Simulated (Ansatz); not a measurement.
Take Ba₂HfO₄ (space group I4/mmm, No. 139; a cell from a computed database, its experimental status unchecked) as the base.

```yaml
crystal:
  lattice:
    - [-2.07573, 2.07573, 6.71587]
    - [2.07573, -2.07573, 6.71587]
    - [2.07573, 2.07573, -6.71587]
  atoms:
    - { symbol: Ba, position: [0.35224, 0.35224, 0.00000] }
    - { symbol: Ba, position: [0.64776, 0.64776, 0.00000] }
    - { symbol: Hf, position: [0.00000, 0.00000, 0.00000] }
    - { symbol: O, position: [0.50000, 0.00000, 0.50000] }
    - { symbol: O, position: [0.00000, 0.50000, 0.50000] }
    - { symbol: O, position: [0.15650, 0.15650, 0.00000] }
    - { symbol: O, position: [0.84350, 0.84350, 0.00000] }
```

Method: plane-wave PAW DFT at the r2SCAN+rVV10 level (Ansatz, a program for electronic structure, 500 eV), no spin-orbit coupling, earlier PAW set.

Before the change:

The electron mass comes out as 0.73 mₑ along k, 0.47 mₑ across (at M) and the lattice parameter a is 7.845 bohr.

One thing is altered: cell and atoms relaxed at a pressure of 0.7 GPa.

**Question.** What does the calculation give for the electron mass and lattice parameter a after the change?

**Answer.** The electron mass remains 0.73 mₑ along k, 0.47 mₑ across (at M); the lattice parameter a decreases by 0.013 bohr to 7.832 bohr.

Spin-orbit coupling, missing from the scalar runs, can matter with Hf. The levels and masses belong to the bands next to the band gap. Load acts through the strain it causes; cell and atoms are relaxed under it. Masses are band curvatures over ±0.01 Å⁻¹ around the edge. Along k means along the line from Γ to the band edge. Stability against distortions was not tested.
